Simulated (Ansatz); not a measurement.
Migration barriers of vacancies in nitrides: PBE bands (Ansatz, a program for electronic structure, plane waves to 420 eV, PAW, climbing-image NEB) beside the CHGNet universal potential on its own band (it has no charge state). Forward barriers of single hops from the lowest site run, static nuclei, no finite-size correction. The rows are a random draw from the bands that converged and passed our checks of state and shape. Saddle orders were checked for a part of the study's bands only and are not shown. Vacancies start on their lattice site; split forms were not set up. Charge states are imposed.

```json
[
 {"Defect": "N vacancy in zinc-blende BN, charge -1", "Route": "a nearby N jumps into the vacancy", "Hop (Å), direction in the unit cell": "2.52 along (0.01, -0.50, -0.49)", "End over start, densest mesh run (eV)": "0.00", "Cell and PBE mesh": "64 sites, 2×2×2 shifted", "CHGNet k-points": "none", "PBE (eV)": "5.13"},
 {"Defect": "N vacancy in zinc-blende GaN, charge +1", "Route": "a nearby N jumps into the vacancy", "Hop (Å), direction in the unit cell": "3.19 along (0.00, -0.50, -0.50)", "End over start, densest mesh run (eV)": "0.00", "Cell and PBE mesh": "64 sites, one k-point at (0.250, 0.250, 0.250)", "CHGNet k-points": "none", "PBE (eV)": "3.91"},
 {"Defect": "Ga vacancy in wurtzite GaN, charge -3", "Route": "a nearby Ga jumps into the vacancy", "Hop (Å), direction in the unit cell": "3.11 along (0.00, 0.96, 0.00)", "End over start, densest mesh run (eV)": "0.00", "Cell and PBE mesh": "72 sites, one k-point at (0.125, 0.250, 0.250)", "CHGNet k-points": "none", "PBE (eV)": "2.15"},
 {"Defect": "Ga vacancy in zinc-blende GaN, charge -3", "Route": "a nearby Ga jumps into the vacancy", "Hop (Å), direction in the unit cell": "3.11 along (0.00, 0.48, -0.48)", "End over start, densest mesh run (eV)": "0.00", "Cell and PBE mesh": "64 sites, one k-point at (0.250, 0.250, 0.250)", "CHGNet k-points": "none", "PBE (eV)": "2.11"},
 {"Defect": "N vacancy in wurtzite AlN, charge +3", "Route": "a nearby N jumps into the vacancy", "Hop (Å), direction in the unit cell": "3.12 along (0.00, 1.00, 0.00)", "End over start, densest mesh run (eV)": "0.00", "Cell and PBE mesh": "72 sites, Γ", "CHGNet k-points": "none", "PBE (eV)": "2.92"},
 {"Defect": "B vacancy in zinc-blende BN, charge -3", "Route": "a nearby B jumps into the vacancy", "Hop (Å), direction in the unit cell": "2.47 along (0.00, 0.48, -0.48)", "End over start, densest mesh run (eV)": "0.00", "Cell and PBE mesh": "64 sites, 2×2×2 shifted", "CHGNet k-points": "none", "PBE (eV)": "3.53"},
 {"Defect": "N vacancy in wurtzite GaN, charge +3", "Route": "a nearby N jumps into the vacancy", "Hop (Å), direction in the unit cell": "3.21 along (-1.00, -1.00, 0.00)", "End over start, densest mesh run (eV)": "0.00", "Cell and PBE mesh": "72 sites, one k-point at (0.125, 0.250, 0.250)", "CHGNet k-points": "none", "PBE (eV)": "2.39"},
 {"Defect": "N vacancy in wurtzite GaN, charge +3", "Route": "a nearby N jumps into the vacancy", "Hop (Å), direction in the unit cell": "3.25 along (-0.68, -0.34, 0.51)", "End over start, densest mesh run (eV)": "0.00", "Cell and PBE mesh": "72 sites, one k-point at (0.125, 0.250, 0.250)", "CHGNet k-points": "none", "PBE (eV)": "2.60"}
]
```

Task: What does CHGNet give for each row, and how does it differ from PBE over these rows?

Result: In the order of the rows: 2.83, 1.83, 1.54, 1.56, 2.11, 2.45, 1.74, 2.09 eV. Against PBE it lies higher in 0 of 8 rows and lower in 8 (differences over 0.07 eV). The mean difference is -1.07 eV (median -0.73) and the mean size 1.07 eV; the largest, -2.30 eV, is in row 1.
